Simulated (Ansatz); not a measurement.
Results of r²SCAN+rVV10 in Ansatz (plane waves, PAW) for GaN (model structure, started from the GeS type, Fm-3m, No. 225, 8 atoms in the cell; like a known high-pressure phase).

Numerical settings: plane-wave cutoff 560 eV, 8×20×16 k mesh (along the axes of the cell as run), Fermi–Dirac smearing 0.05 eV, scalar-relativistic PAW data made under PBE.

Cell (relaxed at this level):

GaN has the cubic space group Fm-3m (No. 225), the rock salt structure, Pearson symbol cF8. Conventional cell: a = 4.2082 Å, b = 4.2082 Å, c = 4.2082 Å, α = 90.00°, β = 90.00°, γ = 90.00°. Ga on 4a has 6 N at 2.104 Å (octahedral). N on 4b has 6 Ga at 2.104 Å (octahedral). (Neighbours: up to the widest gap in distance over summed covalent radii, below 1.35, at either atom; cation-cation and far metal-metal contacts left out.)

Q: What does this level give for the band gap?

A: 
* **band gap**: 1.19 eV (on the SCF k mesh)

Spin–orbit coupling is not included.

The computed numbers hold no vibrational or temperature effects.

Cost on a shared machine: around 30 core-minutes (rough).

A model structure was made by putting elements into a prototype or built by hand; it is no filed structure, need not be a known phase, and can be a saddle point held by its symmetry.

Ansatz is an electronic-structure program.
